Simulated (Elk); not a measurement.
## Input and output of a self-consistent single point for PtAl2 (Fm-3m, 3 atoms in the cell) (Elk)

Level of theory: Elk 10.2.4 with PBE, all-electron FP-LAPW, Elk's shipped species files, default APW+lo basis.

Input as run:

```
tasks
  0

xctype
  20

rmtscf
  0.91

swidth
  0.00367493

maxscl
  100

avec
    0.0000000000    5.6243465113    5.6243465113
    5.6243465113    0.0000000000    5.6243465113
    5.6243465113    5.6243465113    0.0000000000

sppath
  './'

atoms
  2
  'Al.in'
  2
  0.2500000000  0.2500000000  0.2500000000    0.0 0.0 0.0
  0.7500000000  0.7500000000  0.7500000000    0.0 0.0 0.0
  'Pt.in'
  1
  0.0000000000  0.0000000000  0.0000000000    0.0 0.0 0.0

ngridk
  7 7 7
```

Output, abridged:

```
│ Elk code version 10.2.4 │

All units are atomic (Hartree, Bohr, etc.)

│ Ground-state run starting from atomic densities │

Lattice vectors :
   0.000000000       5.624346511       5.624346511
   5.624346511       0.000000000       5.624346511
   5.624346511       5.624346511       0.000000000

Unit cell volume      :    355.8329849
Brillouin zone volume :   0.6970973011

Muffin-tin inner radius fraction :   0.1000000000E-01

Nuclei treated as point charges

Species :    1 (Al)
 parameters loaded from : Al.in
 name : aluminium
 nuclear charge    :   -13.00000000
 electronic charge :    13.00000000
 atomic mass :    49184.33492
 muffin-tin radius :    2.002000000
 number of radial points in muffin-tin :    397
 atomic positions (lattice), magnetic fields (Cartesian) :
   1 :   0.25000000  0.25000000  0.25000000    0.00000000  0.00000000  0.00000000
   2 :  -0.25000000 -0.25000000 -0.25000000    0.00000000  0.00000000  0.00000000

Species :    2 (Pt)
 parameters loaded from : Pt.in
 name : platinum
 nuclear charge    :   -78.00000000
 electronic charge :    78.00000000
 atomic mass :    355605.4398
 muffin-tin radius :    2.548000000
 number of radial points in muffin-tin :    697
 atomic positions (lattice), magnetic fields (Cartesian) :
   1 :   0.00000000  0.00000000  0.00000000    0.00000000  0.00000000  0.00000000

Total number of atoms per unit cell :    3

Spin treatment :
 spin-unpolarised

Number of Bravais lattice symmetries :   48
Number of crystal symmetries         :   48
Crystal has inversion symmetry
Real symmetric eigensolver will be used

k-point grid :      7     7     7
k-point offset :    0.000000000       0.000000000       0.000000000
k-point set is reduced with full crystal symmetry group
Total number of k-points :       20

Muffin-tin radius times maximum |G+k| :    7.000000000
 using average radius
Maximum |G+k| for APW functions       :    3.205128205
Maximum (1/2)|G+k|²                   :    5.136423406
Maximum |G| for potential and density :    12.00000000
 potential will be trimmed for |G| > 2 gkmax
Constant for pseudocharge density :    8
Radial integration step length :    4

G-vector grid sizes :     32    32    32
Number of G-vectors :    10417

Maximum angular momentum used for
 APW functions                      :    8
 outer part of muffin-tin           :    6
 inner part of muffin-tin           :    1

Total nuclear charge    :   -104.0000000
Total core charge       :    56.00000000
Total valence charge    :    48.00000000
Total excess charge     :    0.000000000
Total electronic charge :    104.0000000

Effective Wigner radius, rₛ :   0.9347771440

Number of empty states         :   12
Total number of valence states :   36
Total number of core states    :   56

Total number of local-orbitals :   45

Exchange-correlation functional :     20     0     0
 Perdew-Burke-Ernzerhof, Phys. Rev. Lett. 77, 3865 (1996)
 gradient requirement :    1
 generalised gradient approximation (GGA)

Smearing type :    3
 Fermi-Dirac
Smearing width :   0.3674930000E-02
Effective electronic temperature (K) :    1160.451112

Mixing type :    3
 Broyden mixing, J. Phys. A: Math. Gen. 17, L317 (1984)

Kohn-Sham potential initialised from atomic data

│ Self-consistent loop started │
│ Loop number : 1 │
 total energy                :     -18909.7830807
│ Loop number : 2 │
 total energy                :     -18910.9419976
RMS change in Kohn-Sham potential (target) :   0.6186186026     (  0.1000000000E-05)
Absolute change in total energy (target)   :    1.158916928     (  0.1000000000E-03)
│ Loop number : 3 │
 total energy                :     -18910.3048616
RMS change in Kohn-Sham potential (target) :   0.6077860212     (  0.1000000000E-05)
Absolute change in total energy (target)   :   0.3474067890     (  0.1000000000E-03)
│ Loop number : 4 │
 total energy                :     -18922.6807816
RMS change in Kohn-Sham potential (target) :   0.2810759493     (  0.1000000000E-05)
Absolute change in total energy (target)   :    12.28906827     (  0.1000000000E-03)
│ Loop number : 5 │
 total energy                :     -18929.3658216
RMS change in Kohn-Sham potential (target) :   0.9151479431E-01 (  0.1000000000E-05)
Absolute change in total energy (target)   :    9.757307111     (  0.1000000000E-03)
│ Loop number : 6 │
 total energy                :     -18931.8470367
RMS change in Kohn-Sham potential (target) :   0.2348492004E-01 (  0.1000000000E-05)
Absolute change in total energy (target)   :    4.920541851     (  0.1000000000E-03)
│ Loop number : 7 │
 total energy                :     -18932.6754831
RMS change in Kohn-Sham potential (target) :   0.1513604397E-02 (  0.1000000000E-05)
Absolute change in total energy (target)   :    2.058581844     (  0.1000000000E-03)
│ Loop number : 8 │
 total energy                :     -18932.6645555
RMS change in Kohn-Sham potential (target) :   0.8035347270E-03 (  0.1000000000E-05)
Absolute change in total energy (target)   :   0.5037178260     (  0.1000000000E-03)
│ Loop number : 9 │
 total energy                :     -18932.6453250
RMS change in Kohn-Sham potential (target) :   0.5326491283E-04 (  0.1000000000E-05)
Absolute change in total energy (target)   :   0.1066990404     (  0.1000000000E-03)
│ Loop number : 10 │
 total energy                :     -18932.6576304
RMS change in Kohn-Sham potential (target) :   0.4608490389E-04 (  0.1000000000E-05)
Absolute change in total energy (target)   :   0.3898016362E-01 (  0.1000000000E-03)
│ Loop number : 11 │
 total energy                :     -18932.6546227
RMS change in Kohn-Sham potential (target) :   0.1299774823E-04 (  0.1000000000E-05)
Absolute change in total energy (target)   :   0.6737320877E-02 (  0.1000000000E-03)
│ Loop number : 12 │
 total energy                :     -18932.6540786
RMS change in Kohn-Sham potential (target) :   0.3804699152E-05 (  0.1000000000E-05)
Absolute change in total energy (target)   :   0.1140191671E-02 (  0.1000000000E-03)
│ Loop number : 13 │
 total energy                :     -18932.6536367
RMS change in Kohn-Sham potential (target) :   0.1471338295E-05 (  0.1000000000E-05)
Absolute change in total energy (target)   :   0.1568653679E-03 (  0.1000000000E-03)
│ Loop number : 14 │
 total energy                :     -18932.6536271
RMS change in Kohn-Sham potential (target) :   0.4371131250E-06 (  0.1000000000E-05)
Absolute change in total energy (target)   :   0.4875009836E-04 (  0.1000000000E-03)
Convergence targets achieved

│ Loop number : 15 │

Energies :
 Fermi                       :     0.273315848905
 sum of eigenvalues          :     -11599.6859645
 electron kinetic            :      21596.0299871
 core electron kinetic       :      20647.7645429
 Coulomb                     :     -40133.8937403
 Coulomb potential           :     -32679.9020225
 nuclear-nuclear             :     -1265.84856077
 electron-nuclear            :     -45056.1883365
 Hartree                     :      6188.14315698
 Madelung                    :     -23793.9427290
 xc potential                :     -515.813929011
 exchange                    :     -389.025891486
 correlation                 :     -5.76223405869
 electron entropic           :    -0.173221195974E-02
 total energy                :     -18932.6536110

Density of states at Fermi energy :    41.86154836
 (states/Hartree/unit cell)

Estimated indirect band gap :   0.2935230236E-02
 from k-point      9 to k-point     10
Estimated direct band gap   :   0.2947942344E-01
 at k-point     11

Charges :
 core                        :    56.00000000
 valence                     :    48.00000000
 interstitial                :    5.330378126
 muffin-tins (core leakage)
  species :    1 (Al)
   atom    1                 :    10.87687905     (  0.1353326815E-02)
   atom    2                 :    10.87687905     (  0.1353326815E-02)
  species :    2 (Pt)
   atom    1                 :    76.91586377     (  0.5998055681E-03)
 total in muffin-tins        :    98.66962187
 total calculated charge     :    103.9810584
 total charge                :    104.0000000
 error                       :   0.1894163524E-01

│ Self-consistent loop stopped │
```

The run converged in 15 iterations. The count includes the last loop, which Elk runs after its targets are met.

The starting cell has typed, rounded lattice constants, without a prior relaxation at this level. Its lattice was rescaled by a random factor within 2.5 % of one. Spin-orbit coupling is off. Spin polarisation is off. Values depend on the basis (sphere radii, cutoffs, local orbitals), which need not be converged. The log's line on a gap gives a spacing of levels on this mesh, which the program prints for metals too.
